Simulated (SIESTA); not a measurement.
# Worked example: self-consistent single point of Te (C2, 3 atoms in the cell) in SIESTA

Computed with LDA PW92, numerical atomic orbitals DZP, PseudoDojo LDA standard norm-conserving potentials (rewritten from UPF to PSML) in SIESTA.

The input file:

```
# files in the folder: Te.psml (PseudoDojo LDA standard)
SystemName  Te
SystemLabel siesta

NumberOfAtoms                3
NumberOfSpecies              1
%block ChemicalSpeciesLabel
  1 52 Te
%endblock ChemicalSpeciesLabel
LatticeConstant              1.0 Ang
%block LatticeVectors
     2.218850000   -3.843161000    0.000000000
     2.218850000    3.843161000    0.000000000
     0.000000000    0.000000000    5.900350000
%endblock LatticeVectors
AtomicCoordinatesFormat      ScaledCartesian
%block AtomicCoordinatesAndAtomicSpecies
     0.583557550    1.010751343    3.933568633  1
     3.320584466    0.000000000    0.000000000  1
     0.583557550   -1.010751343    1.966781367  1
%endblock AtomicCoordinatesAndAtomicSpecies

XC.functional                LDA
XC.authors                   PW92
PAO.BasisSize                DZP
PAO.EnergyShift              0.01 Ry
MeshCutoff                   350 Ry
%block kgrid.MonkhorstPack
    7   0   0  0.0
    0   7   0  0.0
    0   0   4  0.0
%endblock kgrid.MonkhorstPack
OccupationFunction           FD
ElectronicTemperature        232.09 K

MaxSCFIterations             150
SCF.Mixer.Method             Pulay
SCF.Mixer.Weight             0.2
SCF.Mixer.History            6
SCF.DM.Tolerance             1.0E-05
Diag.ParallelOverK           true
WriteForces                  true
```

Log, with long lists cut:

```
reinit: Reading from file input.fdf

reinit: System Name: Te
reinit: System Label: siesta

coor:   Atomic-coordinates input format  =     Cartesian coordinates
coor:                                          (in units of alat)

siesta: Atomic coordinates (Bohr) and species
siesta:      1.10276   1.91004   7.43337  1        1
siesta:      6.27500   0.00000   0.00000  1        2
siesta:      1.10276  -1.91004   3.71668  1        3

siesta: System type = bulk

initatomlists: Number of atoms, orbitals, and projectors:      3    54    99

siesta: ******************** Simulation parameters ****************************
redata: Spin configuration                          = none
redata: Time-Reversal Symmetry                      = T
redata: Number of Atomic Species                    =        1
redata: Mesh Cutoff                                 =   350.0000 Ry
redata: Net charge of the system                    =     0.0000 |e|
redata: Min. number of SCF Iter                     =        0
redata: Max. number of SCF Iter                     =      150
redata: SCF convergence failure will abort job
redata: SCF mix quantity                            = Hamiltonian
redata: Mix DM or H after convergence               =   F
redata: Recompute H after scf cycle                 =   F
redata: Mix DM in first SCF step                    =   T
redata: No kicks to SCF
redata: DM Mixing Weight for Kicks                  =     0.5000
redata: Require Harris convergence for SCF          =   F
redata: Harris energy tolerance for SCF             =     0.000100 eV
redata: Require DM convergence for SCF              =   T
redata: DM tolerance for SCF                        =     0.000010
redata: Require EDM convergence for SCF             =   F
redata: EDM tolerance for SCF                       =     0.001000 eV
redata: Require H convergence for SCF               =   T
redata: Hamiltonian tolerance for SCF               =     0.001000 eV
redata: Require (free) Energy convergence for SCF   =   F
redata: (free) Energy tolerance for SCF             =     0.000100 eV
redata: Using DFT-D3 dispersion                     =   F
redata: Using Saved Data (generic)                  =   F
redata: Method of Calculation                       = Diagonalization
redata: Electronic Temperature                      =   232.0900 K
redata: Number of TDED substeps                     =        3
redata: Dynamics option                             = Single-point calculation
redata: Save all siesta data in one NC              =   F
redata: ***********************************************************************

%block SCF.Mixers
  Pulay
%endblock SCF.Mixers

%block SCF.Mixer.Pulay
  # Mixing method
  method pulay
  variant stable

  # Mixing options
  weight 0.2000
  weight.linear 0.2000
  history 6
%endblock SCF.Mixer.Pulay

DM_history_depth set to one: no extrapolation allowed by default for geometry relaxation
Size of DM history Fstack: 1
Total number of electrons:    48.000000
Total ionic charge:    48.000000

* ProcessorY, Blocksize:    1  55

* Orbital distribution balance (max,min):    54    54

k-point displ. along   3 input, could be:     0.00    0.50
 Kpoints in:          112 . Kpoints trimmed:          102

siesta: k-grid: Number of k-points = 102
siesta: k-points from Monkhorst-Pack grid
siesta: k-cutoff (effective) =    11.801 Ang
siesta: k-point supercell and displacements
siesta: k-grid:     7     0     0      0.000
siesta: k-grid:     0     7     0      0.000
siesta: k-grid:     0     0     4      0.000

diag: Algorithm                                     = D&C
diag: Parallel over k                               =   F
diag: Use parallel 2D distribution                  =   F
diag: Parallel block-size                           = 55
diag: Parallel distribution                         =     1 x     1
diag: Used triangular part                          = Lower
diag: Absolute tolerance                            =  0.100E-15
diag: Orthogonalization factor                      =  0.100E-05
diag: Memory factor                                 =  1.0000

superc: Internal auxiliary supercell:     5 x     5 x     5  =     125
superc: Number of atoms, orbitals, and projectors:    375   6750  12375

                        Single-point calculation

superc: Internal auxiliary supercell:     5 x     5 x     5  =     125
superc: Number of atoms, orbitals, and projectors:    375   6750  12375

outcell: Unit cell vectors (Ang):
        2.218850   -3.843161    0.000000
        2.218850    3.843161    0.000000
        0.000000    0.000000    5.900350

outcell: Cell vector modules (Ang)   :    4.437700    4.437700    5.900350
outcell: Cell angles (23,13,12) (deg):     90.0000     90.0000    120.0000
outcell: Cell volume (Ang**3)        :    100.6293
new_DM -- step:     1
Initializing Density Matrix...

Attempting to read DM from file... Failed...
DM filled with atomic data:

InitMesh: MESH = 48 x 48 x 72 = 165888
InitMesh: Mesh cutoff (required, used) =   350.000   411.539 Ry

stepf: Fermi-Dirac step function

        iscf     Eharris(eV)        E_KS(eV)     FreeEng(eV)     dDmax    Ef(eV) dHmax(eV)
   scf:    1    -8533.503680    -8531.520939    -8531.520939  0.539660 -2.969173  2.983664
   scf:    2    -8531.902489    -8531.718908    -8531.718908  0.043136 -3.079011  2.151801
   scf:    3    -8531.992511    -8531.889954    -8531.889954  0.097067 -3.367752  0.177179
   scf:    4    -8531.898152    -8531.894975    -8531.894975  0.009600 -3.386038  0.025584
   scf:    5    -8531.895082    -8531.895041    -8531.895041  0.002341 -3.378710  0.016067
   scf:    6    -8531.895066    -8531.895057    -8531.895057  0.000766 -3.379266  0.015026
   scf:    7    -8531.895078    -8531.895069    -8531.895069  0.001090 -3.375536  0.001097
   scf:    8    -8531.895069    -8531.895069    -8531.895069  0.000023 -3.375986  0.000308
   scf:    9    -8531.895069    -8531.895069    -8531.895069  0.000010 -3.376176  0.000041
   scf:   10    -8531.895069    -8531.895069    -8531.895069  0.000004 -3.376189  0.000018

SCF Convergence by DM+H criterion
max |DM_out - DM_in|         :     0.0000036964
max |H_out - H_in|      (eV) :     0.0000179205
SCF cycle converged after 10 iterations

Using DM_out to compute the final energy and forces

siesta: E_KS(eV) =            -8531.8951

siesta: E_KS - E_eggbox =     -8531.8951

siesta: Atomic forces (eV/Ang):
     1    0.634045    0.929260   -0.094024
     2   -1.269015   -0.000000    0.000000
     3    0.634045   -0.929260    0.094024
   Tot   -0.000924    0.000000   -0.000000
   Max    1.269015
   Res    0.679800    sqrt( Sum f_i^2 / 3N )
   Max    1.269015    constrained

Stress tensor Voigt[x,y,z,yz,xz,xy] (kbar):       -1.20        2.66      -33.59        4.54        0.00       -0.00
(Free)E + p*V (eV/cell)    -8531.2224
Target enthalpy (eV/cell)    -8531.8951

siesta: Program's energy decomposition (eV):
siesta: Ebs     =     -1394.480685
siesta: Eions   =      9394.640535
siesta: Ena     =       526.052680
siesta: Ekin    =      4626.665011
siesta: Enl     =     -2349.004652
siesta: Eso     =         0.000000
siesta: Edftu   =         0.000000
siesta: DEna    =        31.671921
siesta: DUscf   =         0.812235
siesta: DUext   =         0.000000
siesta: Ex      =     -1819.241337
siesta: Ec      =      -154.210393
siesta: Exc     =     -1973.451731
siesta: Eharris =     -8531.895069
siesta: Etot    =     -8531.895069
siesta: FreeEng =     -8531.895069

siesta: Atomic forces (eV/Ang):
siesta:      1    0.634045    0.929260   -0.094024
siesta:      2   -1.269015   -0.000000    0.000000
siesta:      3    0.634045   -0.929260    0.094024
siesta: ----------------------------------------
siesta:    Tot   -0.000924    0.000000   -0.000000

siesta: Stress tensor (static) (eV/Ang**3):
siesta:    -0.000748   -0.000000    0.000000
siesta:    -0.000000    0.001658    0.002835
siesta:     0.000000    0.002835   -0.020963

siesta: Cell volume =        100.629263 Ang**3

siesta: Pressure (static):
siesta:                Solid            Molecule  Units
siesta:           0.00007280          0.00013698  Ry/Bohr**3
siesta:           0.00668446          0.01257707  eV/Ang**3
siesta:          10.70968260         20.15068287  kBar
```

The run converged in 10 iterations.

The starting cell has typed, rounded lattice constants, without a prior relaxation at this level. Its lattice was rescaled by up to half a per cent. One atom was moved a little off its site on purpose. Values carry the incompleteness of an atom-centred basis. Forces in this geometry exceed 1 eV/Å.
